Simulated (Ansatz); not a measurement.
The parent structure is ZnSe in the zinc blende structure (space group F-43m, No. 216).

```yaml
crystal:
  lattice:
    - [0.00000, 2.83278, 2.83278]
    - [2.83278, 0.00000, 2.83278]
    - [2.83278, 2.83278, 0.00000]
  atoms:
    - { symbol: Zn, position: [0.00000, 0.00000, 0.00000] }
    - { symbol: Se, position: [0.25000, 0.25000, 0.25000] }
```

Level of theory: r2SCAN in Ansatz (plane waves to 500 eV, PAW, spin-orbit coupling left out).

Base values:

| Property | Result |
|---|---|
| Valley order | Γ 1.87 eV; L along ⟨111⟩ 3.05 eV; X along ⟨100⟩ 3.34 eV |

Now apply this change: an isotropic linear strain of +1.50 %; the atoms relax in the strained cell.

Task: Estimate the effect on the energy relative to the base.

Result: The energy goes up by 9.0 meV/atom.

Task: What happens to the valley order?

Result: The valley order (the lowest conduction-band minima on the path, energy above the VBM, named in the base's zone) goes from Γ 1.87 eV; L along ⟨111⟩ 3.05 eV; X along ⟨100⟩ 3.34 eV to Γ 1.68 eV; L along ⟨111⟩ 2.97 eV; X along ⟨100⟩ 3.43 eV.

The levels and masses belong to the bands next to the band gap. No phonon test of stability was made.

Ansatz is a quantum-chemistry and plane-wave program.
